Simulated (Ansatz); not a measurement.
Structures of equal composition on the (111) surface of fcc Al: a layer of Mn in place of the second plane; a layer of Mn in place of the third plane. The slabs share one bottom face, and each structure is named by its start. These are constructed structures in small cells; real faces may alloy, dewet or reconstruct in larger ones, and not all known structures of the face are among them. Slabs of about 12 Å, Fermi-Dirac smearing of 0.1 eV. Bottom of the slabs: a bare face, its two planes held. Relaxed from the named starts with such symmetry as they have, on meshes of like density; energies extrapolated to zero smearing; spin only where a row says so; no spin-orbit coupling, no U. Brackets mark spin-polarised runs, whose order is one that fits the cell.

Calculation: PBE (plane waves to 420 eV, PAW; Ansatz, a first-principles code).

Task: Put the candidates in order of energy per 1x1 cell, lowest first, for PBE.

Result: a layer of Mn in place of the third plane (0.000 eV [spin, 2.3 μB a cell]), a layer of Mn in place of the second plane (0.180 eV [spin, 2.5 μB a cell])
